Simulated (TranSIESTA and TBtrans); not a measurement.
# Ge chain with one bond stretched by 2.0 Å

Device: Ge chain with one bond stretched by 2.0 Å. Leads: straight Ge chain, spacing 2.28 Å. Geometry: as built, not relaxed.

Method: TranSIESTA and TBtrans, PBE, DZP numerical orbitals (energy shift 0.15 eV), PseudoDojo norm-conserving scalar-relativistic potentials, mesh cutoff 200 Ry, 300 K, no spin polarisation, no spin-orbit coupling; self-consistent non-equilibrium Green functions.

* **Conductance at 300 K (G0 = 2e²/h)**: 0.12
* **Thermopower (μV/K)**: -2.9
* **Mean T from −0.5 to 0.5 eV**: 0.11

Energies count from the leads' Fermi level. Transmissions are for one spin of a degenerate pair. The energy step is 0.01 eV; narrower resonances are cut or missed.

```csv
E (eV),T,lead channels
-1.95,0.027,1
-1.80,0.031,1
-1.65,0.035,1
-1.50,0.039,1
-1.35,0.042,1
-1.20,0.048,3
-1.05,0.053,3
-0.90,0.059,3
-0.75,0.065,3
-0.60,0.074,3
-0.45,0.085,3
-0.30,0.098,3
-0.15,0.11,3
0.00,0.12,3
0.15,0.13,3
0.30,0.13,3
0.45,0.13,3
0.60,0.13,3
0.75,0.13,3
0.90,0.13,3
1.05,0.14,3
1.20,0.14,3
1.35,0.15,3
1.50,0.15,3
1.65,0.16,3
1.80,0.17,3
1.95,0.18,3
```

The straight chain is held at its spacing; free chains may zigzag or dimerise. No spin-polarised start was tried, so a magnetic state, if there is one, is missed.
